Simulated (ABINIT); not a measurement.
A self-consistent single point of Sb (Pm-3m, 1 atom in the cell) with ABINIT.

Method of the run: LDA (PW92), norm-conserving pseudopotentials (PseudoDojo nc-sr-04 LDA standard) (plane waves; ABINIT).

```xyz
1
Lattice="3.1515 0.0000 0.0000 0.0000 3.1515 0.0000 0.0000 0.0000 3.1515" Properties=species:S:1:pos:R:3 pbc="T T T"
Sb     0.0000     0.0000     0.0000
```

Reference input (self-consistent single point, DFT, PBEsol, plane waves, norm-conserving pseudopotentials (PseudoDojo nc-sr-04 PBEsol standard)): pseudos = [Sb.upf]; ecut = 40 Ha; occopt = 7; tsmear = 0.272 eV; ngkpt = 14 14 14; nshiftk = 1; shiftk = 0 0 0; potentials = PseudoDojo nc-sr-04 PBEsol standard; nband = 13; kptopt = 1; nstep = 80; tolvrs = 1e-12. This run's input differs from it in these lines:

```diff
@@ -1,2 +1,2 @@
-# Sb, PseudoDojo nc-sr-04 PBEsol standard
+# Sb, PseudoDojo nc-sr-04 LDA standard
 pp_dirpath "./"
@@ -13,3 +13,3 @@
 xred    0.0000000000    0.0000000000    0.0000000000
-ecut 40
+ecut 42
 occopt 7
```

Its files differ too (potentials: PseudoDojo nc-sr-04 PBEsol standard → PseudoDojo nc-sr-04 LDA standard).

Output, abridged:

```
--- !BeginCycle
solver: {iscf: 7, nstep: 80, nline: 4, wfoptalg: 0, }
tolerances: {tolvrs: 1.00E-12, }
...

     iter   Etot(hartree)      deltaE(h)  residm     vres2
 ETOT  1  -90.580744174030    -9.058E+01 9.229E-01 2.038E-01
 ETOT  2  -90.701764802387    -1.210E-01 2.181E-02 1.796E+00
 ETOT  3  -90.701985223434    -2.204E-04 2.683E-03 8.370E-01
 ETOT  4  -90.702163968846    -1.787E-04 1.859E-03 1.446E-02
 ETOT  5  -90.702167404242    -3.435E-06 1.029E-03 2.924E-05
 ETOT  6  -90.702167408005    -3.762E-09 4.211E-04 1.928E-06
 ETOT  7  -90.702167408432    -4.272E-10 4.853E-04 1.889E-07
 ETOT  8  -90.702167408474    -4.192E-11 2.178E-04 1.864E-10
 ETOT  9  -90.702167408477    -3.283E-12 3.069E-04 1.114E-11
 ETOT 10  -90.702167408479    -1.904E-12 1.492E-04 1.703E-16
 At SCF step   10       vres2   =  1.70E-16 < tolvrs=  1.00E-12 =>converged.

 Cartesian components of stress tensor (hartree/bohr^3)
  sigma(1 1)=  1.85814478E-04  sigma(3 2)=  0.00000000E+00
  sigma(2 2)=  1.85814478E-04  sigma(3 1)=  0.00000000E+00
  sigma(3 3)=  1.85814478E-04  sigma(2 1)=  0.00000000E+00

 ----iterations are completed or convergence reached----

 reduced coordinates (array xred) for    1 atoms
       0.000000000000      0.000000000000      0.000000000000
 cartesian forces (eV/Angstrom) at end:
    1     -0.00000000000000    -0.00000000000000    -0.00000000000000
 frms,max,avg= 0.0000000E+00 0.0000000E+00   0.000E+00  0.000E+00  0.000E+00 e/A
 length scales=  5.955437866700  5.955437866700  5.955437866700 bohr
              =  3.151481986231  3.151481986231  3.151481986231 angstroms
   [... lines left out ...]
 Fermi (or HOMO) energy (hartree) =   0.21684   Average Vxc (hartree)=  -0.37742
 Fermi (or HOMO) energy (eV) =   5.90054   Average Vxc (eV)= -10.27018
   [... lines left out ...]
total_energy        : -9.07021674084790E+01
total_energy_eV     : -2.46813149428610E+03
band_energy         : -8.25018752709985E+00
...

-Cartesian components of stress tensor (GPa)         [Pressure= -5.4668E+00 GPa]
- sigma(1 1)=  5.46684977E+00  sigma(3 2)=  0.00000000E+00
- sigma(2 2)=  5.46684977E+00  sigma(3 1)=  0.00000000E+00
- sigma(3 3)=  5.46684977E+00  sigma(2 1)=  0.00000000E+00

 Calculation completed.
```

The run converged in 10 iterations. Against the reference run the pressure goes from -4.57 to -5.47 GPa.

The starting cell comes from a database of computed structures (which also holds hypothetical and non-ambient phases and stackings), without a prior relaxation at this level. Its lattice was rescaled by a random factor within 2.5 % of one. With a pressure of about -5 GPa the cell is away from its equilibrium volume at this level.

Cost on one core of a shared machine: roughly 2 min.
